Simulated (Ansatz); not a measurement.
The reference is SrO in the rock salt structure (space group Fm-3m, No. 225; a = 5.195 Å).

Level of theory: Ansatz (a program for electronic structure) PBE, without spin-orbit coupling.

One change was made to it. Results:

| quantity | base | after |
|---|---|---|
| smallest direct gap | 3.42 eV | 3.36 eV |
| band gap | 3.33 eV | 3.30 eV |
| electron mass | 1.2 mₑ along k, 0.41 mₑ across (at X) | 1.2 mₑ along k, 0.39 mₑ across (at X) |

Task: What was done to the base?
A. pressure 1.5 GPa
B. pressure 0.3 GPa
C. pressure 5 GPa

Result: C, pressure 5 GPa. For comparison, the electron mass in the other runs: pressure 0.3 GPa gives 1.2 mₑ along k, 0.41 mₑ across (at X); pressure 1.5 GPa gives 1.2 mₑ along k, 0.40 mₑ across (at X).

Load acts through the strain it causes; cell and atoms are relaxed under it. Masses are band curvatures over ±0.01 Å⁻¹ around the edge. Along k means along the line from Γ to the band edge. Whether these cells are dynamically stable was not tested. Competing high-pressure phases were not computed.
